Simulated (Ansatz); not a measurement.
**What isotropic strain +2.50 % does to HfO2**

Take HfO$_{2}$ in the fluorite structure (space group Fm-3m, No. 225; a = 5.0976 Å) as the base.

The change: the cell is scaled by 1.0250 in all directions; the atoms relax in the strained cell.

Calculations: Ansatz (a first-principles code) PBE, scalar-relativistic without spin-orbit coupling. Settings: 11×11×11 k-points, 0.05 eV Fermi–Dirac smearing.

```tsv
quantity	base	changed	shift
volume per atom	11.04 Å³	11.89 Å³	+0.85 Å³
space group	Fm-3m (No. 225)	Fm-3m (No. 225)	–
energy relative to the base (free energy F)	0 meV/atom	+44 meV/atom	+44 meV/atom
pressure	0.00 GPa	-15.58 GPa	-15.589 GPa
band gap	3.75 eV	3.56 eV	-0.19 eV
gap character	direct at X	direct at X	–
mean gap deformation potential ΔEg/Δln V	–	-2.5 eV	–
width of the top valence band	1.82 eV	1.73 eV	-0.09 eV
electron mass	1.2 mₑ along k, 0.74 mₑ across (at X)	1.3 mₑ along k, 0.77 mₑ across (at X)	–
```

Final structure:

```
HfO2
1.0
    0.00000     2.61250     2.61250
    2.61250     0.00000     2.61250
    2.61250     2.61250     0.00000
Hf O
1 2
Cartesian
  0.00000   0.00000   0.00000
  1.30625   1.30625   1.30625
  3.91875   3.91875   3.91875
```

Spin-orbit coupling, missing from the scalar runs, can matter with Hf. Masses are band curvatures over ±0.01 Å⁻¹ around the edge. Along k means along the line from Γ to the band edge. Stability against distortions was not tested. This is not the structure that HfO2 has at room temperature and ambient pressure.
